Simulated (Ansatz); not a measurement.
Consider SiO2 in the CdI2 type structure (space group P-3m1, No. 164; a = 2.670 Å, c = 4.542 Å; a hypothetical phase, not in the database extracts checked; layered, stacked along the Cartesian z axis). Axes: x lies along a and z along c of the hexagonal cell.

Level of theory: r2SCAN+rVV10, PAW, 500 eV (Ansatz, a first-principles code; no spin-orbit coupling).

Strains are applied to the cell and any free atomic positions relax; under biaxial strain the out-of-plane vector relaxes too.

One change was made to it. Results:

The band gap falls by 0.97 eV to 6.24 eV; the electron mass changes from 0.71 mₑ along c, 0.38 mₑ across (at Γ) to 0.74 mₑ out of plane, 0.35 mₑ in plane (at Γ).

Q: What was done to the base?
(A) uniaxial strain ε_xx = +1.14 %
(B) biaxial strain +3.70 %, plane normal [001], relaxed out of plane
(C) biaxial strain +2.66 %, plane normal [001], relaxed out of plane
(D) strain tensor (xx, yy, zz, yz, xz, xy) = (+1.57, +0.81, −1.33, +0.32, +0.40, −0.29) %
(E) biaxial strain +1.71 %, plane normal [001], relaxed out of plane

A: C, biaxial strain +2.66 %, plane normal [001], relaxed out of plane. For comparison, the band gap in the other runs: biaxial strain +1.71 %, plane normal [001], relaxed out of plane gives 6.59 eV; uniaxial strain ε_xx = +1.14 % gives 7.00 eV; strain tensor (xx, yy, zz, yz, xz, xy) = (+1.57, +0.81, −1.33, +0.32, +0.40, −0.29) % gives 6.75 eV; biaxial strain +3.70 %, plane normal [001], relaxed out of plane gives 5.88 eV.

Masses are band curvatures over ±0.01 Å⁻¹ around the edge. No phonon test of stability was made.
